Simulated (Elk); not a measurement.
## Several settings converged on ZnSe (R3m, 2 atoms in the cell)

```xyz
2
Lattice="0.0000 2.8208 2.8208 2.8208 0.0000 2.8208 2.8208 2.8208 0.0000" Properties=species:S:1:pos:R:3 pbc="T T T"
Zn     0.0289     0.0289     0.0289
Se     1.4104     1.4104     1.4104
```

Base method: LDA (PW92), all-electron FP-LAPW, Elk's shipped species files, default APW+lo basis (Elk).

Base settings: swidth = 0.000367493 Ha; ngridk = 4 4 4; rmtscf = 0.88; maxscl = 100.

**The width of Fermi-Dirac smearing**

The mesh stays at the base's, so the ladder's end is converged at best in this setting alone.

Only quantities that move along the ladder and can be compared are tabulated.

```csv
swidth,free energy less the last step's (meV/atom)
0.0367493 Ha,-292.84
0.0183747 Ha,-26.52
0.00734986 Ha,-0.91
0.00367493 Ha,-0.03
0.000734986 Ha,0.00
```

Widest swidth that holds the free energy within 5 meV/atom of the last step, with all finer ones: 0.00734986 Ha; the step before is off by 27 meV/atom.

**The SCF threshold**

Moved along: epsengy.

The mesh stays at the base's, so the ladder's end is converged at best in this setting alone.

Only quantities that move along the ladder and can be compared are tabulated.

```tsv
epspot	free energy less the last step's (meV/atom)
3.7e-05 Ha	-7.11
3.7e-06 Ha	0.10
3.7e-07 Ha	0.00
3.7e-08 Ha	0.00
3.7e-09 Ha	0.00
```

Coarsest epspot that holds the free energy within 0.5 meV/atom of the last step, with all finer ones: 3.7e-06 Ha; the step before is off by 7.1 meV/atom.

On the base run: the starting cell has typed, rounded lattice constants, without a prior relaxation at this level. Its lattice was rescaled by up to half a per cent. One atom was moved a little off its site on purpose. Values depend on the basis (sphere radii, cutoffs, local orbitals), which need not be converged.

Left out of this page: 5 runs of the series failed or unconverged.
